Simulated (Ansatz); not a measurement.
F on the 1x1 (111) surface of fcc Cu, one in a 3x3 cell, energies for each (51.4 Å²). Energies are against ½ F2(g), without zero-point or thermal terms; each row is named by its start.

Method: PBE (plane waves to 420 eV, PAW; Ansatz, an electronic-structure program).

Set-up: 37 atoms, 6.2 Å thick at the start under the adsorbate (thin: gaps and levels are the slab's own); mesh 4x4x1; 0.1 eV smearing; dipole correction on; 18 atoms held, the rest relaxed; each run with such symmetry as its start has; no spin, no spin-orbit, no U, no dispersion correction.

A negative adsorption energy means that the adsorbate is more stable on the surface than in its reference. Heights count from the host atoms within 0.3 Å of the top one.

```
starting site                           E_ads (eV)  height (Å)  nearest host atom (Å)  bonded to  Δ work function (eV)  lateral drift (Å)
--------------------------------------  ----------  ----------  ---------------------  ---------  --------------------  -----------------
top Cu                                       -2.32        1.92                Cu 1.84         Cu                  1.06                0.0
hollow Cu-Cu-Cu over Cu at depth 2.1 Å       -2.71        1.49                Cu 2.11       3 Cu                  0.43                0.0
hollow Cu-Cu-Cu over Cu at depth 4.1 Å       -2.74        1.46                Cu 2.10       3 Cu                  0.39                0.0
```
